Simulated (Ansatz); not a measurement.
The reference is Re in the hcp (Mg type) structure (space group P6_3/mmc, No. 194; a = 2.7579 Å, c = 4.4628 Å). Axes: x lies along a and z along c of the hexagonal cell.

Computed with Ansatz (a quantum-chemistry and plane-wave program) r2SCAN, scalar-relativistic without spin-orbit coupling.

Before the change:

| Quantity | Value |
|---|---|
| Shortest interatomic distance | 2.741 Å |

One thing is altered: a free-standing slab of 5 layers (5 atoms, 1 a layer) is cut normal to the z axis, with 15 Å of vacuum and the in-plane cell held at bulk.

### Question
What does the calculation give for the shortest interatomic distance, excess energy per area of both faces, change of the spacing d23 from its bulk value of 2.231 Å and change of the spacing d12 from its bulk value of 2.231 Å after the change?

### Answer
The shortest interatomic distance decreases by 0.0925 Å to 2.649 Å; the excess energy per area of both faces (slab less bulk energy over the cell's area: twice a surface energy) comes out as 5.7 J/m² (uncertain by up to 0.1 J/m²); the change of the spacing d23 from its bulk value of 2.231 Å is +1.6 %; the change of the spacing d12 from its bulk value of 2.231 Å amounts to -5.1 %.

The excess energy carries the mismatch between the slab's and the bulk's meshes. Whether these cells are dynamically stable was not tested. The final runs are not spin-polarised.
